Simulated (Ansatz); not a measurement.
## Several settings converged on Mg (P6_3/mmc, 2 atoms in the cell)

```xyz
2
Lattice="1.6002 -2.7716 0.0000 1.6002 2.7716 0.0000 0.0000 0.0000 5.1944" Properties=species:S:1:pos:R:3 pbc="T T T"
Mg     1.6002     0.9239     1.2986
Mg     1.6002    -0.9239     3.8958
```

Base method: LDA (PW92), default PAW files made with PBE (plane waves; Ansatz, a first-principles code).

Base settings: basis.ecutwfc = 420 eV; kpoints.mp_grid.grid = 12 12 7; hamiltonian.xc = lda; hamiltonian.pseudopotentials = {kind: paw} (the program's default PAW files); scf.occupations.method = fermi_dirac; scf.occupations.width = 0.1 eV.

Core times come from one kind of shared machine, to one figure; runs under 30 s give none.

**Zone-centre phonons against the cutoff**

In this ladder: phonons.method = dfpt.

The mesh stays at the base's, so the ladder's end is converged at best in this setting alone.

Frequencies are those of the unrelaxed cell, without the LO-TO term of polar crystals.

Only quantities that move along the ladder and can be compared are tabulated.

| basis.ecutwfc | highest zone-centre frequency (cm⁻¹) |
|---|---|
| 210 eV | 258.5 |
| 250 eV | 226.6 |
| 295 eV | 228.0 |
| 355 eV | 228.8 |
| 420 eV | 228.5 |
| 505 eV | 228.5 |
| 630 eV | 228.5 |

Coarsest basis.ecutwfc that holds the highest zone-centre frequency within 10 cm⁻¹ of the last step, with all finer ones: 250 eV; the step before is off by 30 cm⁻¹.

**The q mesh of the phonons**

In this ladder: kpoints.mp_grid.grid = 12 12 12; phonons.method = dfpt.

Only quantities that move along the ladder and can be compared are tabulated.

Thermal sums run over frequencies interpolated from this q mesh.

```csv
phonons.qmesh,zero-point energy (meV/atom),vibrational free energy at 300 K (meV/atom),core time / last (rough)
1 1 1,19.99,-56.87,0.01
2 2 2,29.33,-23.09,0.04
3 3 3,29.20,-23.25,0.2
4 4 4,29.24,-23.31,0.3
6 6 6,29.22,-23.34,1
```

Coarsest phonons.qmesh that holds the zero-point energy within 0.2 meV/atom of the last step, with all finer ones: 2 2 2, at about 0.04 of the last step's time; the step before is off by 9.2 meV/atom.

Coarsest phonons.qmesh that holds the vibrational free energy at 300 K within 1 meV/atom of the last step, with all finer ones: 2 2 2, at about 0.04 of the last step's time; the step before is off by 34 meV/atom.

On the base run: the starting cell has typed, rounded lattice constants, without a prior relaxation at this level. Its lattice was rescaled by up to half a per cent.

Keys are those of Ansatz 0.2.
